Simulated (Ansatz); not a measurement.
What a tighter setting buys: vacuum between outermost atoms (Å), a (001) slab of Re (cut from a parent of space group no. 194; 4 atoms in the cell)

```yaml
crystal:
  lattice:
    - [2.73713, 0.00000, 0.00000]
    - [-1.36857, 2.37043, 0.00000]
    - [0.00000, 0.00000, 22.71030]
  atoms:
    - { symbol: Re, position: [0.33333, 0.66667, 0.35226] }
    - { symbol: Re, position: [0.66667, 0.33333, 0.45075] }
    - { symbol: Re, position: [0.33333, 0.66667, 0.54924] }
    - { symbol: Re, position: [0.66667, 0.33333, 0.64774] }
```

Method: PBEsol, PAW files made with PBE (plane waves; Ansatz, a program for electronic structure).

Base settings: kpoints.mp_grid.grid = 9 9 1; hamiltonian.xc = pbesol; hamiltonian.pseudopotentials = {kind: paw} (the program's default PAW files); scf.occupations.method = fermi_dirac; scf.occupations.width = 0.05 eV.

Misses are taken against the tightest run, 28.0, which need not be fully converged itself. The energy is the free energy per atom.

The count of work is k-points × plane waves × bands × iterations; it is no time, and leaves out set-up, grids and terms that scale otherwise. 

The starting cell comes from a database of computed structures (which also holds hypothetical and non-ambient phases and stackings), without a prior relaxation at this level. The slab is cut from that crystal, and its faces are unrelaxed. Its lattice was rescaled in the plane by a random factor within 2.5 % of one. Spin polarisation is off. In the base run, forces exceed 1 eV/Å.

```tsv
vacuum between outermost atoms (Å)	energy less reference (meV/atom)	largest difference in the force on any atom (eV/Å)	count of work / reference
3.0	-365.05	1.974	0.25
4.0	-100.91	0.667	0.34
5.0	-18.30	0.081	0.33
6.0	-3.16	0.018	0.36
8.0	-0.21	0.002	0.42
10.0	-0.03	0.000	0.48
12.0	-0.02	0.000	0.54
15.0	-0.01	0.000	0.62
16.0	-0.01	0.000	0.65
18.0	-0.02	0.000	0.71
22.0	-0.02	0.000	0.82
28.0	0.00	0.000	1.0
```

Coarsest setting among those run that, with all tighter ones, holds the energy within 20 meV/atom of the reference: 5.0, off by 18 meV/atom; it needs 0.33 of the reference's count of work.

Coarsest setting among those run that, with all tighter ones, holds the energy within 1 meV/atom of the reference: 8.0, off by 0.21 meV/atom; it needs 0.42 of the reference's count of work.

The step from 3.0 to 18.0: it takes the miss in the energy from 370 to 0.02 meV/atom, for 2.9 times the count of work.

Keys are those of Ansatz 0.2.
